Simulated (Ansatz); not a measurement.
Input:

```
CELL_PARAMETERS angstrom
      5.02222     0.00000     0.00000
      0.00000     4.91910     0.00000
      0.00000     0.00000     4.51702
ATOMIC_POSITIONS crystal
  Zr 0.02833 0.26398 0.20200
  Zr 0.97167 0.73602 0.70200
  Zr 0.52833 0.73602 0.20200
  Zr 0.47167 0.26398 0.70200
  O  0.41793 0.12192 0.20200
  O  0.58207 0.87808 0.70200
  O  0.91793 0.87808 0.20200
  O  0.08207 0.12192 0.70200
  O  0.25000 0.54550 0.95200
  O  0.75000 0.45450 0.45200
  O  0.75000 0.45450 0.95200
  O  0.25000 0.54550 0.45200
```

No spin polarisation.

The values are results of plane-wave PAW DFT at the r2SCAN level (Ansatz, a program for electronic structure, 500 eV), no SOC, not measurements. k-mesh 5×5×5 (Γ-centred); smearing 0.05 eV (Fermi–Dirac).

### Question
Predict the gap character, band gap and space group.

### Answer
The gap character is direct at X. The band gap is 3.62 eV and the space group is Pbcm (No. 57).

Load acts through the strain it causes; cell and atoms are relaxed under it. Whether these cells are dynamically stable was not tested. Competing high-pressure phases were not computed. Along this pressure series the structure jumps between pressure 15 GPa and pressure 30 GPa; cells beyond that are another form of it. The cell was made from ZrO$_{2}$ (space group Pca2_1, No. 29) by this change: pressure 50 GPa. This is not the structure that ZrO2 has at room temperature and ambient pressure.
